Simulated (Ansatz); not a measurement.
Ansatz (a quantum-chemistry and plane-wave program) run on Au (P-1, 2 atoms in the cell): self-consistent single point.

Method of the run: LDA (PW92), harder PAW files (source: ansatz) made with PBE (plane waves; Ansatz).

```
CELL_PARAMETERS angstrom
      2.82957     0.00000     0.00000
     -0.01302     2.83428     0.00000
     -1.14359    -1.19134     4.94864
ATOMIC_POSITIONS crystal
  Au 0.33124 0.33829 0.73604
  Au 0.67286 0.66596 0.27406
```

Reference input (self-consistent single point, DFT, LDA (PW92), plane waves, default PAW files made with PBE): basis.ecutwfc = 30.9 Ry; kpoints.mp_grid.grid = 8 8 5; hamiltonian.xc = lda; hamiltonian.pseudopotentials = {kind: paw} (the program's default PAW files); scf.occupations.method = gaussian; scf.occupations.width = 0.0073 Ry. This run's input differs from it in these lines:

Ansatz 0.2 input:
```diff
@@ -9,3 +9,3 @@
 basis:
-  ecutwfc: 30.9 Ry
+  ecutwfc: 38.6 Ry
 kpoints:
@@ -14,3 +14,3 @@
   xc: lda
-  pseudopotentials: { kind: paw }
+  pseudopotentials: { kind: paw, source: ansatz }
 scf:
```

Log, with long lists cut:

```
SCF iter   1: F=—  HF=-25789.228278 eV  |F-HF|=—  |Δ(HF+E_count)|=         —  Δρ=7.44e-2  dr2=2.29e0  ethr=3.10e-3  ⟨swp⟩=3.8  Hψ=12943  notcnv=0
all-band conjugate gradients solve this SCF's bands
preconditioner: auto → LDOS
SCF iter   2: F=—  HF=-25788.830728 eV  |F-HF|=—  |Δ(HF+E_count)|=   3.98e-1  Δρ=5.13e-2  dr2=8.99e-1  ethr=3.10e-3  ⟨swp⟩=2.8  Hψ=8386  notcnv=0  defer=34
   [... lines left out ...]
SCF iter   5: F=—  HF=-25788.508631 eV  |F-HF|=—  |Δ(HF+E_count)|=   1.22e-4  Δρ=2.98e-4  dr2=2.35e-5  ethr=1.32e-6  ⟨swp⟩=1.8  Hψ=5872  notcnv=0  defer=32
SCF iter   6: F=—  HF=-25788.508628 eV  |F-HF|=—  |Δ(HF+E_count)|=   3.28e-6  Δρ=5.92e-5  dr2=2.15e-6  ethr=6.19e-8  ⟨swp⟩=2.0  Hψ=6102  notcnv=0  defer=32
SCF iter   7: F=—  HF=-25788.508628 eV  |F-HF|=—  |Δ(HF+E_count)|=   1.94e-7  Δρ=2.80e-5  dr2=2.87e-7  ethr=5.65e-9  ⟨swp⟩=1.1  Hψ=3766  notcnv=0  defer=32
SCF iter   8: F=-25788.508628 eV  HF=-25788.508628 eV  |F-HF|=2.51e-9  |Δ(HF+E_count)|=   7.07e-8  Δρ=3.11e-6  dr2=5.39e-9  ethr=2.63e-10  ⟨swp⟩=5.2  Hψ=12976  notcnv=0
SCF 1 converged in 8 iterations: F = -25788.508628 eV  dr2 = 5.39e-9
Free energy (F): -25788.508628 eV
Internal energy: -25788.504301 eV  (E = F + TS)
E sigma→0 (E₀):  -25788.506464 eV
Entropy (-TS):   -0.004327 eV (-2.163 meV/atom)
Fermi energy:    16.253511 eV
--- Forces (eV/Å), atoms counted from 1 ---
  atom   1  Au    -0.06049557    -0.04174430    -0.44789939
  atom   2  Au     0.06049557     0.04174430     0.44789939
--- Stress (GPa, compression-positive) ---
      -14.628655      -0.104864       0.553438
       -0.104864     -14.761418       0.340770
        0.553438       0.340771     -10.739088
  P = ⅓ Tr σ = -13.3764 GPa (-133.764 kbar)
  The stress holds the Pulay correction. Without it, at fixed plane waves, as pw.x and ABINIT print it: P = -14.4404 GPa
```

The run converged in 8 iterations. Against the reference run the pressure moves little (-13.40 to -13.38 GPa) and the largest force moves little (0.455 to 0.454 eV/Å).

The starting cell comes from a database of computed structures (which also holds hypothetical and non-ambient phases and stackings), without a prior relaxation at this level. Its lattice was rescaled by up to half a per cent. One atom was moved a little off its site on purpose. Spin-orbit coupling is off. Ansatz's pressure includes its estimate of the finite-basis (Pulay) stress. Without the estimate this run gives -14.44 GPa. The cutoff lies below the one recommended for these files.
